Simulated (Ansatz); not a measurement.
Take C (space group I4_132, No. 214; a = 4.1052 Å; a hypothetical phase, not in the database extracts checked; relaxed with 0.1 eV smearing) as the base. Axes: x, y, z lie along the cube axes.

Perturbation: tensile biaxial strain of 1.95 % in the plane normal to [001], as in epitaxy on a mismatched substrate; the out-of-plane cell vector and the atoms relax.

Levels (all Ansatz, a quantum-chemistry and plane-wave program, PAW): PBEsol (420 eV, no spin-orbit coupling); r2SCAN (500 eV, no spin-orbit coupling).

The geometry is relaxed with PBEsol.

```
Property           Value
---------------  -------
PBEsol pressure  7.0 GPa
```

Question: How does going to r2SCAN change the pressure?

Answer: The pressure goes up by 0.2 GPa, from 7.0 GPa to 7.2 GPa.

Single points use the geometry relaxed with PBEsol. Their cutoffs differ, which shifts pressures a little. Whether these cells are dynamically stable was not tested. Under biaxial strain +1.95 %, plane normal [001], relaxed out of plane the cell ends below the base's energy or with stress of the wrong sign: the atoms slid into a distortion or the cell is elastically unstable, so the base is not a stable minimum at this level.
